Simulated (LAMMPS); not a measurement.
System: a melt made from Ni (fcc), 2048 atoms, at 1380 K and 0 GPa, brought to that temperature within a few picoseconds.

Computed with classical MD, pair style adp, file Ni.adp, run in LAMMPS.

```json
{
 "state_found": "liquid",
 "density": "8.198 ± 0.002 g/cm³",
 "volume_per_atom": "11.888 ± 0.003 Å³/atom",
 "enthalpy_per_atom": "-3.9014 ± 0.0006 eV/atom",
 "first peak of g(r)": "2.47 Å, height 3.1",
 "coordination_number": "12.9 (counted to 3.34 Å)",
 "most common Ni-Ni-Ni angle": "at the 3° bin centred on 58.5°, after smoothing over three bins (mean of all 96°)",
 "self-diffusion coefficient of Ni (not corrected for cell size)": "(1.01 ± 0.02) × 10^-5 cm²/s",
 "mean frequency of the vibrational (phonon) density of states": "5.4 THz",
 "cost": "about 14 core-minutes (a rough figure)"
}
```

Potential: file Ni.adp of the LAMMPS distribution; its header cites Mishin et al, Acta Mater, 53, 4029 (2005).

Caution: this liquid lies under the melting point of about 1800 K that EAM-type Ni.adp gives, so it is undercooled.

States go by the mean squared displacement: a species diffuses where it passes 1.5 Å², still rises and gives D over 1e-6 cm²/s; a crystal has left its structure where atoms lie 0.35 Å off their sites on average or a cubic box changes its shape by 3 %, or the axial ratios of another lie 8 % off the starting cell's, which the potential's own relaxation can also do.

Errors of D are the spread over four groups of atoms in one short run; a floor of about 5 %, a picked value, is safer.

The ± values are statistical; the model's systematic error is not in them.
